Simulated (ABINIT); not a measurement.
Worked example: self-consistent single point of TiSi (Amm2, 2 atoms in the cell) in ABINIT.

Method of the run: LDA (PW92), norm-conserving pseudopotentials (PseudoDojo nc-sr-04 LDA standard) (plane waves; ABINIT 10.0.3).

```yaml
crystal:
  lattice:
    - [3.83428, 0.00000, 0.00000]
    - [0.00000, 1.82350, 2.15938]
    - [0.00000, -1.82350, 2.15938]
  atoms:
    - { symbol: Ti, position: [0.00000, 0.04484, 0.04484] }
    - { symbol: Si, position: [0.50000, 0.55666, 0.55666] }
```

Reference input (self-consistent single point, DFT, PBEsol, plane waves, norm-conserving pseudopotentials (PseudoDojo nc-sr-04 PBEsol standard)): pseudos = [Ti.upf, Si.upf]; ecut = 42 Ha; ixc = -116133; occopt = 3; tsmear = 0.136 eV; ngkpt = 11 16 16; nshiftk = 1; shiftk = 0 0 0; potentials = PseudoDojo nc-sr-04 PBEsol standard; nband = 13; kptopt = 1; nstep = 50. This run's input differs from it in these lines:

```diff
@@ -1,2 +1,2 @@
-# TiSi, PseudoDojo nc-sr-04 PBEsol standard
+# TiSi, PseudoDojo nc-sr-04 LDA standard
 pp_dirpath "./"
@@ -16,3 +16,3 @@
 ecut 42 Ha
-ixc -116133
+ixc 7
 occopt 3
```

Its files differ too (potentials: PseudoDojo nc-sr-04 PBEsol standard → PseudoDojo nc-sr-04 LDA standard).

The program printed (abridged):

```
--- !BeginCycle
solver: {iscf: 7, nstep: 50, nline: 4, wfoptalg: 0, }
tolerances: {toldfe: 1.00E-09, }
...

     iter   Etot(hartree)      deltaE(h)  residm     vres2
 ETOT  1  -63.583770958083    -6.358E+01 1.616E-01 5.257E+01
 ETOT  2  -63.578718116861     5.053E-03 1.435E-01 4.277E+02
 ETOT  3  -63.649421487602    -7.070E-02 2.301E-02 1.734E+01
 ETOT  4  -63.652333797515    -2.912E-03 1.247E-02 1.279E-02
 ETOT  5  -63.652339948246    -6.151E-06 1.054E-02 2.020E-03
 ETOT  6  -63.652340377787    -4.295E-07 7.041E-03 1.928E-04
 ETOT  7  -63.652340416224    -3.844E-08 1.784E-02 1.419E-05
 ETOT  8  -63.652340418913    -2.688E-09 1.077E-02 7.412E-07
 ETOT  9  -63.652340419070    -1.574E-10 8.215E-03 2.781E-08
 ETOT 10  -63.652340419075    -5.144E-12 3.193E-03 5.158E-12
 At SCF step   10, etot is converged :
  for the second time, diff in etot=  5.144E-12 < toldfe=  1.000E-09

 Cartesian components of stress tensor (hartree/bohr^3)
  sigma(1 1)=  3.91454962E-04  sigma(3 2)=  0.00000000E+00
  sigma(2 2)=  3.72181182E-04  sigma(3 1)=  0.00000000E+00
  sigma(3 3)=  3.58645730E-04  sigma(2 1)=  0.00000000E+00

 ----iterations are completed or convergence reached----

 reduced coordinates (array xred) for    2 atoms
       0.000000000000      0.044839999997      0.044839999997
       0.500000000000      0.556659999996      0.556659999996
 cartesian forces (eV/Angstrom) at end:
    1     -0.00000000000000    -0.00000000000000     0.02215648791021
    2     -0.00000000000000    -0.00000000000000    -0.02215648791021
 frms,max,avg= 1.2792054E-02 2.2156488E-02   0.000E+00  0.000E+00  3.712E-07 e/A
   [... lines left out ...]
 Fermi (or HOMO) energy (hartree) =   0.35707   Average Vxc (hartree)=  -0.43123
   [... lines left out ...]
total_energy        : -6.36523404190752E+01
total_energy_eV     : -1.73206826873085E+03
band_energy         : -6.74553784743019E+00
...

-Cartesian components of stress tensor (GPa)         [Pressure= -1.1006E+01 GPa]
- sigma(1 1)=  1.15170007E+01  sigma(3 2)=  0.00000000E+00
- sigma(2 2)=  1.09499466E+01  sigma(3 1)=  0.00000000E+00
- sigma(3 3)=  1.05517199E+01  sigma(2 1)=  0.00000000E+00

 Calculation completed.
```

The run converged in 10 iterations. Against the reference run the pressure goes from -7.62 to -11.01 GPa and the largest force goes from 0.031 to 0.022 eV/Å.

The starting cell comes from a database of computed structures (which also holds hypothetical and non-ambient phases and stackings), without a prior relaxation at this level. Its lattice was rescaled by a random factor within 2.5 % of one. Spin polarisation is off. With a pressure of about -11 GPa the cell is away from its equilibrium volume at this level.

Cost on one core of a shared machine: roughly 4 min.
